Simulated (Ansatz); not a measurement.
**ZnS: energy against volume**

ZnS (zinc blende, F-43m, 18.576 Å³/atom and stress up to 0.01 GPa in the relaxed cell, cube axes along x, y and z) under an equal strain ε along all three axes. LDA in Ansatz, a plane-wave DFT program (PAW, default set), 420 eV, 11×11×11 Γ-centred mesh, Fermi-Dirac smearing 0.05 eV; ions are relaxed, or left where forces stay under 0.02 eV/Å, within the symmetry of each cell. Against the start cell, which lies near the measured one, the relaxed cell differs by -6.1 % in volume; the values below rest on it.

Here V stands for volume and E for E less E0.

```csv
volume (Å³/atom),E less E0 (meV/atom),pressure (GPa)
17.4837,19.30,5.99
17.7527,10.66,4.33
18.0244,4.65,2.78
18.2989,1.13,1.34
18.5762,0.00,-0.01
18.8562,1.12,-1.26
19.1390,4.38,-2.42
19.4247,9.68,-3.50
19.7132,16.90,-4.51
20.2987,?,?
```

Problem. Using the third-order Birch-Murnaghan form, a cubic in V^(-2/3), estimate the missing E at V = 20.2987 from the other rows, showing the fit.

Solution. With u = V^(-2/3) - 0.143, the rows have u = 0.005449, 0.003946, 0.002465, 0.001007, -0.000430, -0.001845, -0.003239, -0.004612, -0.005966. Least squares gives E = 0.098 + 469.0·u + 555925·u² + 871528·u³. Residuals (row less fit): -0.001, 0.002, 0.005, -0.005, 0.001, 0.000, -0.002, 0.006, -0.002; standard error 0.004 (degrees of freedom: 5). Its minimum lies at u = -0.000422, so V0 = (0.142578)^(-3/2) = 18.57. There d²E/du² = 1110000 and d³E/du³ = 5229000, so B0 = (4/9) × 18.57^(-7/3) × 1110000 × 0.160218 = 86.5 GPa (the last factor turns the table's units into GPa), and B0' = 4 + (2/3) × 0.142578 × (5229000)/1110000 = 4.4. B0' rests on the cubic coefficient alone and has a standard error of 0.1 from these residuals. At the withheld row, u = -0.008614, so E = 0.098 + 469.0 × (-0.008614) + 555925 × (-0.008614)² + 871528 × (-0.008614)³ = 36.751 meV/atom. The calculation gives 36.74 meV/atom, 0.011 meV/atom below the prediction (0.0 % of the range of E in the table). The row lies outside the fitted rows, so this is an extrapolation. The scatter of the fitted rows lies at the last printed digit.

Other structures, which can take over under pressure, weren't tried. The same form fitted to the pressure column gives B0' = 4.4; series where the two differ by over 0.4 aren't shown. Rows are the converged runs of the series near zero and its far end, less any whose ions stayed unrelaxed beside relaxed ones; series whose fitted rows scatter by over a few per cent of the range, as at a crossing or softening among them, aren't shown in this form.
